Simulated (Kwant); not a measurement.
Device: π system c1cc2ccc3cccc4ccc(c1)c2c34 between two chain leads. The π system is taken as planar. Atoms are numbered from 0 in the order of the SMILES. Site energies (eV, carbon 0): [0.0, 0.0, 0.0, 0.0, 0.0, 0.0, 0.0, 0.0, 0.0, 0.0, 0.0, 0.0, 0.0, 0.0, 0.0, 0.0]. Bonds (i, j, β in eV): (0,1,-2.7) (1,2,-2.7) (2,3,-2.7) (3,4,-2.7) (4,5,-2.7) (5,6,-2.7) (6,7,-2.7) (7,8,-2.7) (8,9,-2.7) (9,10,-2.7) (10,11,-2.7) (11,12,-2.7) (12,13,-2.7) (12,14,-2.7) (14,15,-2.7) (13,0,-2.7) (14,2,-2.7) (15,5,-2.7) (15,9,-2.7). Leads: chains of hopping −4.1 eV, joined by −1.4 eV to atoms 3 and 10.

Site energies and bond integrals are typed Hückel values.

Model: Hückel tight-binding model, one pz orbital an atom, one spin, coherent transport at 0 K (Kwant). Conductance is in e²/h.

Sweep values stay those of the base run.

Base results: transmission at E = 0 0.0035.

**Question.** What follows from this one change: contacts moved from atoms [3, 10] to [1, 4]?

**Answer.** transmission at E = 0 0.0035 → 0.031.

**Question.** What follows from this one change: contacts moved from atoms [3, 10] to [3, 4]?

**Answer.** transmission at E = 0 0.0035 → 0.083.
